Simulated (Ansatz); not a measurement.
C: response to strain

Start from C in the diamond structure (space group Fd-3m, No. 227; a = 3.532 Å). Axes: x, y, z lie along the cube axes.

Strains are applied to the cell and any free atomic positions relax.

All numbers come from Kohn–Sham DFT with the LDA functional, run in Ansatz (an electronic-structure program) with PAW and 420 eV plane waves, no SOC.

Notes on the quantities. energy relative to the base: free energy F.

```json
[
 {"uniaxial strain ε_zz (%)": "0", "energy relative to the base (meV/atom)": "0.0"},
 {"uniaxial strain ε_zz (%)": "0.5", "energy relative to the base (meV/atom)": "0.5"},
 {"uniaxial strain ε_zz (%)": "1.5", "energy relative to the base (meV/atom)": "4.3"},
 {"uniaxial strain ε_zz (%)": "2", "energy relative to the base (meV/atom)": "7.5"},
 {"uniaxial strain ε_zz (%)": "2.5", "energy relative to the base (meV/atom)": "?"},
 {"uniaxial strain ε_zz (%)": "3", "energy relative to the base (meV/atom)": "16.7"}
]
```

Task: Fit ΔE = Aε² + Bε³ (ε in %) to the rows shown and predict the withheld row.

Result: Least squares on the printed values gives A = 1.94 and B = -0.028 meV/atom (largest residual 0.0 meV/atom); this predicts 11.7 meV/atom, and the run gives 11.7 meV/atom, in agreement.

No phonon test of stability was made.
